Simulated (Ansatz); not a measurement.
Take SrTiO3 in the cubic perovskite structure (space group Pm-3m, No. 221; a = 3.9070 Å) as the base.

All numbers come from r2SCAN (Ansatz, an electronic-structure program; PAW; 500 eV plane waves; no spin-orbit coupling).

Carriers are added at fixed cell with a uniform background; the Fermi–Dirac width is that of 300 K.

One change was made to it. Results:

```csv
quantity,base,after
Fermi level relative to the doped band's edge (positive inside the band; to 0.05 eV),–,+0.40 eV
gap between the host's bands,2.26 eV,2.68 eV
gap character,"indirect, R → Γ","indirect, R → Γ"
```

Task: What was done to the base?
A) electrons 2.0×10^21 cm⁻³
B) holes 2.0×10^21 cm⁻³
C) electrons 5.0×10^21 cm⁻³

Result: C, electrons 5.0×10^21 cm⁻³. For comparison, the gap between the host's bands in the other runs: electrons 2.0×10^21 cm⁻³ gives 2.43 eV; holes 2.0×10^21 cm⁻³ gives 2.32 eV.

Carriers are added with a uniform compensating background; total energy and stress of such cells depend on the potential's zero and are not compared; many-body gap narrowing is missing at this level. Stability against distortions was not tested. The final runs are not spin-polarised. Many cubic perovskites are stable only at high temperature; tilts and polar distortions were not tested.
